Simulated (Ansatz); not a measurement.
Start from Ag in the fcc (Cu type) structure (space group Fm-3m, No. 225; a = 4.0538 Å; relaxed with 0.1 eV smearing). Axes: x, y, z lie along the cube axes.

All numbers come from DFT with PBEsol, PAW potentials and a 420 eV plane-wave cutoff in Ansatz (a quantum-chemistry and plane-wave program), no spin-orbit coupling.

Before the change:

* **Pressure**: 0.0 GPa
* **Shortest interatomic distance**: 2.866 Å

One thing is altered: uniaxial strain ε_xx = −5.27 %, all other strain components held at zero; the atoms relax in the strained cell.

Problem. How does this affect the pressure and shortest interatomic distance?

Solution. The pressure (mean of the normal stresses, compression positive) goes from zero to 7.6 GPa; the shortest interatomic distance drops by 0.0745 Å, from 2.866 Å to 2.792 Å.

No phonon test of stability was made.
